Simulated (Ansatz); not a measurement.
The parent structure is Sn (space group I4_1/amd, No. 141).

```
CELL_PARAMETERS angstrom
     -2.94311     2.94311     1.59186
      2.94311    -2.94311     1.59186
      2.94311     2.94311    -1.59186
ATOMIC_POSITIONS crystal
  Sn 0.75000 0.25000 0.50000
  Sn 0.00000 0.00000 0.00000
```

Computed with plane-wave PAW DFT at the r2SCAN level (Ansatz, a first-principles code, 500 eV), without spin-orbit coupling.

Base values:

The pressure comes out as 0.0 GPa and the band gap comes out as zero.

Perturbation: the cell is scaled by 0.9426 in all directions, atoms relaxed at fixed cell.

Task: Predict the new energy relative to the base.

Result: The energy increases by 173 meV/atom.

Task: What does the calculation give for the pressure after the change?

Result: The pressure (mean of the normal stresses, compression positive) goes from zero to 14.8 GPa.

Task: How does this affect the band gap?

Result: The band gap is still zero.

The cells carry an imposed strain or load. No phonon test of stability was made.
